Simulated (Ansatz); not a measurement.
**Effect of isotropic strain −1.00 % on MgB2**

The parent structure is MgB₂ (space group P6/mmm, No. 191; a = 3.0640 Å, c = 3.4977 Å; relaxed with 0.1 eV smearing).

It is then changed as follows: an isotropic linear strain of −1.00 %; the atoms relax in the strained cell.

Level of theory: PBEsol (Ansatz, a first-principles code), scalar-relativistic without spin-orbit coupling. Γ-centred 22×22×17 mesh, Fermi–Dirac width 0.1 eV.

Volume per atom: 9.20 Å³ (base 9.48 Å³)
Space group: P6/mmm (No. 191) (base P6/mmm (No. 191))
Energy relative to the base (free energy F): +4.3 meV/atom
Band gap: zero (base zero)

Final structure:

```
MgB2
1.0
    3.03338     0.00000     0.00000
   -1.51669     2.62698     0.00000
    0.00000     0.00000     3.46269
Mg B
1 2
Direct
  0.00000   0.00000   0.00000
  0.66667   0.33333   0.50000
  0.33333   0.66667   0.50000
```

No phonon test of stability was made. The final runs are not spin-polarised.
